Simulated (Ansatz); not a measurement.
Band structure of Zn₃Ir (I4/mmm, 4 atoms in the cell).

```
Zn3Ir
1.0
   -1.85258     1.85258     4.03130
    1.85258    -1.85258     4.03130
    1.85258     1.85258    -4.03130
Zn Ir
3 1
Cartesian
  0.00000   1.85258   2.01565
  1.85258   0.00000   2.01565
  0.00000   0.00000   4.03130
  0.00000   0.00000   0.00000
```

Level of theory: PBEsol, PAW files made with PBE (plane waves; Ansatz, a program for electronic structure).

Settings: kpoints.mp_grid.grid = 8 8 8; hamiltonian.xc = pbesol; hamiltonian.pseudopotentials = {kind: paw} (an earlier, softer set of the program's PAW files); scf.occupations.method = gaussian; scf.occupations.width = 0.272 eV; kpoints.band_path.npoints = 8.

The starting cell comes from a database of computed structures (which also holds hypothetical and non-ambient phases and stackings), without a prior relaxation at this level. Its lattice was rescaled by a random factor within 2.5 % of one. Spin-orbit coupling is off. Spin polarisation is off.

Levels in eV from the Fermi level, bands 24 to 31:
| point | 24 | 25 | 26 | 27 | 28 | 29 | 30 | 31 |
|---|---|---|---|---|---|---|---|---|
| Γ | -2.36 | -1.05 | -0.94 | 4.24 | 4.24 | 4.35 | 4.42 | 5.21 |
| X | -2.44 | -2.43 | -1.82 | -0.82 | 0.11 | 2.99 | 3.02 | 6.17 |
| Y | -2.32 | -2.22 | -1.65 | -0.70 | 0.53 | 3.49 | 4.25 | 6.45 |
| S | -1.93 | -1.54 | -1.29 | -0.92 | 3.89 | 4.75 | 5.34 | 6.99 |
| Z | -1.31 | -1.31 | -0.98 | 0.42 | 0.42 | 5.54 | 6.25 | 8.51 |
| S1 | -1.93 | -1.54 | -1.29 | -0.92 | 3.89 | 4.75 | 5.34 | 6.99 |
| N | -1.95 | -1.62 | -0.91 | -0.87 | 2.35 | 5.31 | 6.02 | 6.88 |
| P | -2.16 | -2.16 | -0.82 | -0.39 | -0.14 | 2.84 | 4.21 | 4.21 |
| Y1 | -2.32 | -2.22 | -1.65 | -0.70 | 0.53 | 3.49 | 4.25 | 6.45 |

Bands cross the Fermi level along this path, so the cell is metallic at this level.

Keys are those of Ansatz 0.2.
